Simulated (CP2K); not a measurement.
Worked example: relaxation of cell and atoms of KMnF3 (Pm-3m, 5 atoms in the cell) in CP2K.

Method: LDA (Pade form), GPW, DZVP-MOLOPT-SR-GTH basis, GTH-PADE potentials (GTH_POTENTIALS) (CP2K).

```
CELL_PARAMETERS angstrom
      4.18268     0.00000     0.00000
      0.00000     4.18268     0.00000
      0.00000     0.00000     4.18268
ATOMIC_POSITIONS crystal
  K  0.50000 0.50000 0.50000
  Mn 0.00000 0.00000 0.00000
  F  0.50000 0.00000 0.00000
  F  0.00000 0.50000 0.00000
  F  0.00000 0.00000 0.50000
```
Moments meant for the start (each program seeds them in its own way; μB, in the order of the atoms K Mn F F F): 0.0 4.0 0.0 0.0 0.0.

Reference input (self-consistent single point, DFT LDA (Pade form), GPW, DZVP-MOLOPT-SR-GTH basis, GTH-PADE potentials (GTH_POTENTIALS)): UKS = T; CUTOFF = 600 Ry; REL_CUTOFF = 50 Ry; SMEAR/METHOD = FERMI_DIRAC; ELECTRONIC_TEMPERATURE = 232.09 K; KPOINTS/SCHEME = MONKHORST-PACK 4 4 4; GAMMA_CENTERED = T; XC_FUNCTIONAL = PADE; K/BASIS_SET = DZVP-MOLOPT-SR-GTH-q9; K/POTENTIAL = GTH-PADE-q9; Mn/BASIS_SET = DZVP-MOLOPT-SR-GTH-q15; Mn/POTENTIAL = GTH-PADE-q15. This run's input differs from it in these lines:

```diff
@@ -2,3 +2,3 @@
   PROJECT calc
-  RUN_TYPE ENERGY_FORCE
+  RUN_TYPE CELL_OPT
   PRINT_LEVEL LOW
@@ -16,2 +16,3 @@
       EPS_DEFAULT 1E-10
+      EXTRAPOLATION USE_GUESS
     &END QS
@@ -24,3 +25,3 @@
       SCF_GUESS ATOMIC
-      EPS_SCF 1E-6
+      EPS_SCF 1E-7
       MAX_SCF 100
@@ -100,2 +101,20 @@
 &END FORCE_EVAL
+&MOTION
+  &CELL_OPT
+    OPTIMIZER BFGS
+    MAX_ITER 60
+    MAX_FORCE 4E-4
+    RMS_FORCE 3E-4
+    EXTERNAL_PRESSURE [GPa] 0
+    PRESSURE_TOLERANCE [bar] 200
+  &END CELL_OPT
+  &PRINT
+    &CELL ON
+    &END CELL
+    &RESTART OFF
+    &END RESTART
+    &RESTART_HISTORY OFF
+    &END RESTART_HISTORY
+  &END PRINT
+&END MOTION
```

Output (repeated stretches shortened):

```
 SCF WAVEFUNCTION OPTIMIZATION

  Step     Update method      Time    Convergence         Total energy    Change
     1 NoMix/Diag. 0.30E+00      -     1.01509504      -205.1187302284 -2.05E+02
     2 Broy./Diag. 0.30E+00      -     0.01822842      -201.9245094125  3.19E+00
     3 Broy./Diag. 0.30E+00      -     0.01991314      -204.0413412566 -2.12E+00
     4 Broy./Diag. 0.30E+00      -     0.01136732      -205.1135002456 -1.07E+00
     5 Broy./Diag. 0.30E+00      -     0.00870253      -205.1036466273  9.85E-03
     6 Broy./Diag. 0.30E+00      -     0.01267309      -205.2037243752 -1.00E-01
   [... 13 lines left out ...]
    20 Broy./Diag. 0.30E+00      -     0.00000037      -205.1468277436 -1.93E-05
    21 Broy./Diag. 0.30E+00      -     0.00000066      -205.1468187017  9.04E-06
    22 Broy./Diag. 0.30E+00      -     0.00000022      -205.1468106046  8.10E-06
    23 Broy./Diag. 0.30E+00      -     0.00000006      -205.1468152474 -4.64E-06
  *** SCF run converged in    23 steps ***

  Overlap energy of the core charge distribution:               0.00000000000000
  Self energy of the core charge distribution:               -420.78143374506027
  Core Hamiltonian energy:                                    115.71106967162356
  Hartree energy:                                             129.49034061858305
  Exchange-correlation energy:                                -29.56679179259107
  Electronic entropic energy:                                  -0.00000000000022
  Fermi energy:                                                 0.22894189429406

  Total energy:                                              -205.14681524744498
  Total energy (extrapolated to T->0):                       -205.14681524744486

   [... lines left out ...]
  Fermi energy:                                                 0.23113689835163
  Total energy:                                              -205.14704300576372
 OPT| Pressure deviation [bar]                                 -39444.3225551355
 OPT| Pressure tolerance [bar]                                    200.0000000000
 OPT| Pressure is converged                                                   NO
  Fermi energy:                                                 0.26039685897489
  Total energy:                                              -205.14884469357287
 OPT| Pressure deviation [bar]                                     -5.6645314578
 OPT| Pressure tolerance [bar]                                    200.0000000000
 OPT| Pressure is converged                                                  YES
   [... lines left out ...]
       3     F        3         3.776507     3.731504    -0.508012     0.045003
       4     F        3         3.776507     3.731504    -0.508012     0.045003
       5     F        3         3.776507     3.731504    -0.508012     0.045003
 # Total charge and spin       25.000000    20.000000    -0.000000     5.000000

 ENERGY| Total FORCE_EVAL ( QS ) energy [hartree]           -205.148844693572869
```

The run converged. 

Summary of the result:
* **Free energy E − TS**: -5582.3845 eV
* **Top of the valence band (on the code's own zero)**: 6.59 eV
* **Gap on the k-point mesh**: 0.91 eV
* **Pressure**: 0.00 GPa
* **Size of the cell's spin moment**: 5.00 μB
* **Site moments (μB, in the program's spheres or projections)**: K 0.00, Mn 4.87, F 0.05, F 0.05, F 0.05
* **Final cell**: a = 4.104 Å, b = 4.104 Å, c = 4.104 Å, α = 90.00°, β = 90.00°, γ = 90.00°
* **Final volume per atom**: 13.83 Å³
* **Relaxation steps**: 6

The starting cell comes from a database of computed structures (which also holds hypothetical and non-ambient phases and stackings), without a prior relaxation at this level. With one magnetic atom in the cell only a parallel order is possible. Values carry the incompleteness of an atom-centred basis.

Cost on one core of a shared machine: roughly 6 min.
